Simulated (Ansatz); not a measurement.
Consider TiAl (space group P4/mmm, No. 123; a = 2.813 Å, c = 4.062 Å; relaxed with 0.1 eV smearing).

Calculations: r2SCAN, PAW, 500 eV (Ansatz, a first-principles code; no spin-orbit coupling), earlier PAW set.

For the base:

The pressure is 0.0 GPa.

One thing is altered: every lattice vector is stretched by 1.07 %; the atoms relax in the strained cell.

**Question.** What does the calculation give for the energy relative to the base and pressure after the change?

**Answer.** The energy rises by 6.1 meV/atom; the pressure (mean of the normal stresses, compression positive) goes from zero to -3.6 GPa.

Whether these cells are dynamically stable was not tested. The final runs are not spin-polarised.
